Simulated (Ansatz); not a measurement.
The starting structures come from a database of crystals and need not be the phases stable at ambient conditions.

Inside the gap of an insulator the Bloch states are evanescent, with a wavenumber k + iκ along the transport direction.

Data:

```
CELL_PARAMETERS angstrom
      8.36883    -0.06652    -0.05372
      2.16763     8.08351    -0.05372
      2.06707    -4.86141     2.65579
ATOMIC_POSITIONS crystal
  Zr 0.00000 0.00000 0.00000
  Mo 0.66667 0.63095 0.29762
  Mo 0.33333 0.36905 0.70238
  O  0.33333 0.08047 0.41380
  O  0.66667 0.91953 0.58620
  O  0.16749 0.63302 0.80050
  O  0.83251 0.36698 0.19950
  O  0.16749 0.63302 0.29805
  O  0.83251 0.36698 0.70195
  O  0.66503 0.13548 0.30296
  O  0.33497 0.86452 0.69704
```

Space group of this cell: P-3m1. The cell was relaxed by PBE-D3(BJ); by PBEsol its mean pressure is -1.8 GPa.

Transport runs along the normal of the first two printed cell vectors, the (111) plane of the conventional cell.

No gap correction and no spin-orbit coupling; mid-gap values are interpolated between computed energies.

Compute, with PBEsol in Ansatz (a program for electronic structure), the band gap and the smallest decay constant κ at mid-gap.

Gap 3.11 eV on a 12×12×12 mesh; κ = 0.373 1/Å, at the zone centre.
